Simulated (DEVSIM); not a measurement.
Device: TaN/Al2O3/n-Si capacitor, at 300 K.

Layer 1 from the left is Al2O3, thickness (nm) 20.0. Layer 2 from the left is Si, thickness (nm) 3400, Nd (cm⁻³) 2.9e16.

Metal gate on the left, work function 4.4 eV. Fixed charge at the semiconductor interface 2.5e11 cm⁻² (in units of +e); no interface traps.

Constants are typed, rounded textbook-type inputs, not results; the design itself was drawn at random and stands for no fabricated device. Values at 300 K.

Al2O3: gap (eV) 6.8, affinity (eV) 1.35, permittivity 9. Si: gap (eV) 1.124, affinity (eV) 4.05, permittivity 11.7, Nc (cm⁻³) 2.86e19, Nv (cm⁻³) 3.1e19.

Q: Estimate by hand the flat-band voltage, the threshold voltage, and compare with a numerical solution.

A: 
- Flat-band voltage: C = 0.398 μF/cm², work-function difference 0.172 V; VFB = φms − qNf/C = 0.07 V; numerical 0.07 V.
- Threshold voltage: φF = 0.383 V, depletion charge √(4εqNφF) = 8.58e-8 C/cm²; VT = VFB − 2φF − Qd/C = -0.91 V; numerical -0.91 V.

Model (solved in DEVSIM): 1D Poisson equation in equilibrium, Boltzmann statistics, complete ionisation; no quantum confinement or tunnelling. Metal contacts follow the ideal Schottky-Mott rule: no Fermi-level pinning, no interface dipoles.
